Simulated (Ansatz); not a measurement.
**What biaxial strain +3.00 %, plane normal [001], relaxed out of plane does to TiO2**

Start from TiO2 in the anatase structure (space group I4_1/amd, No. 141; a = 3.7988 Å, c = 9.7007 Å). Axes: x, y, z lie along a, b, c of the conventional cell.

Now apply this change: biaxial strain +3.00 %, plane normal [001], relaxed out of plane (Cartesian); in-plane vectors clamped, the third vector and the atoms free.

Level of theory: PBE in Ansatz (plane waves to 420 eV, PAW, no spin-orbit coupling). k-mesh 12×12×12 (Γ-centred); smearing 0.05 eV (Fermi–Dirac).

- Volume per atom: 11.90 Å³ (base 11.67 Å³)
- Space group: I4_1/amd (No. 141) (base I4_1/amd (No. 141))
- Shortest interatomic distance: 1.969 Å (base 1.946 Å)
- Energy relative to the base (free energy F): +17 meV/atom
- Pressure (mean of the normal stresses, compression positive): -5.27 GPa (base 0.00 GPa)
- Band gap: 1.90 eV (base 2.13 eV)
- Gap character: indirect, Γ–X (87 % along) → Γ (base indirect, Γ–X (87 % along) → Γ)
- Smallest direct gap: 2.29 eV (base 2.43 eV)
- Width of the top valence band: 0.87 eV (base 0.84 eV)
- Out-of-plane strain: -3.83 %
- Ratio −ε⊥/ε∥: 1.28
- Mean in-plane stress (compression positive): -7.9 GPa

Final structure (turned so that z lies along the plane normal):

```yaml
crystal:
  lattice:
    - [3.91278, 0.00000, 0.00000]
    - [0.00000, 3.91278, 0.00000]
    - [1.95639, -1.95639, 4.66475]
  atoms:
    - { symbol: Ti, position: [0.25000, 0.25000, 0.50000] }
    - { symbol: Ti, position: [0.00000, 0.00000, 0.00000] }
    - { symbol: O, position: [0.46106, 0.03894, 0.07787] }
    - { symbol: O, position: [0.21106, 0.78894, 0.57787] }
    - { symbol: O, position: [0.78894, 0.21106, 0.42213] }
    - { symbol: O, position: [0.03894, 0.46106, 0.92213] }
```

No phonon test of stability was made. The final runs are not spin-polarised.

Ansatz is a first-principles code.
